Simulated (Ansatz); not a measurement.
Band structure of LiH (Fm-3m, 2 atoms in the cell).

```yaml
crystal:
  lattice:
    - [0.00000, 2.04277, 2.04277]
    - [2.04277, 0.00000, 2.04277]
    - [2.04277, 2.04277, 0.00000]
  atoms:
    - { symbol: Li, position: [0.00000, 0.00000, 0.00000] }
    - { symbol: H, position: [0.50000, 0.50000, 0.50000] }
```

Computed with PBE (plane waves, PAW; Ansatz, an electronic-structure program).

Settings: kpoints.mp_grid.grid = 14 14 14; hamiltonian.xc = pbe; hamiltonian.pseudopotentials = {kind: paw} (the program's default PAW files); scf.occupations.method = fixed; kpoints.band_path.npoints = 8.

The starting cell comes from a database of computed structures (which also holds hypothetical and non-ambient phases and stackings), without a prior relaxation at this level. Its lattice was rescaled by a random factor within 2.5 % of one.

Problem. Predict the gap along the standard path and the places of the band edges.

Solution. The gap along the path is 3.03 eV, direct at X to within 0.01 eV.

Levels in eV from the top of the valence band on the path, bands 1 to 5:
| point | 1 | 2 | 3 | 4 | 5 |
|---|---|---|---|---|---|
| Γ | -44.33 | -5.23 | 15.37 | 17.31 | 17.31 |
| X | -44.28 | 0.00 | 3.03 | 10.54 | 10.54 |
| W | -44.28 | -0.20 | 5.22 | 5.22 | 11.33 |
| K | -44.28 | -0.47 | 4.13 | 7.38 | 11.63 |
| L | -44.29 | -2.47 | 4.77 | 13.18 | 15.98 |
| U | -44.28 | -0.47 | 4.13 | 7.38 | 11.63 |

Keys are those of Ansatz 0.2.
